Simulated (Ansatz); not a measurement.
**Al: isotropic strain +2.00 %**

Take Al in the fcc (Cu type) structure (space group Fm-3m, No. 225; a = 4.041 Å; relaxed with 0.1 eV smearing) as the base.

Now apply this change: every lattice vector is stretched by 2.00 %; the atoms relax in the strained cell.

Computed with Ansatz (a quantum-chemistry and plane-wave program), PBE, PAW, cutoff 420 eV, no spin-orbit coupling. k-mesh 28×28×28 (Γ-centred); smearing 0.1 eV (Fermi–Dirac).

| quantity | base | changed | shift |
|---|---|---|---|
| volume per atom | 16.50 Å³ | 17.51 Å³ | +1.01 Å³ |
| space group | Fm-3m (No. 225) | Fm-3m (No. 225) | – |
| shortest interatomic distance | 2.858 Å | 2.915 Å | +0.057 Å |
| energy relative to the base (free energy F) | 0 meV/atom | +13 meV/atom | +13 meV/atom |
| pressure | 0.0 GPa | -4.0 GPa | -4.0 GPa |
| band gap | zero | zero | – |

Final structure:

```
Al
1.0
    0.00000     2.06103     2.06103
    2.06103     0.00000     2.06103
    2.06103     2.06103     0.00000
Al
1
Direct
  0.00000   0.00000   0.00000
```

Stability against distortions was not tested.
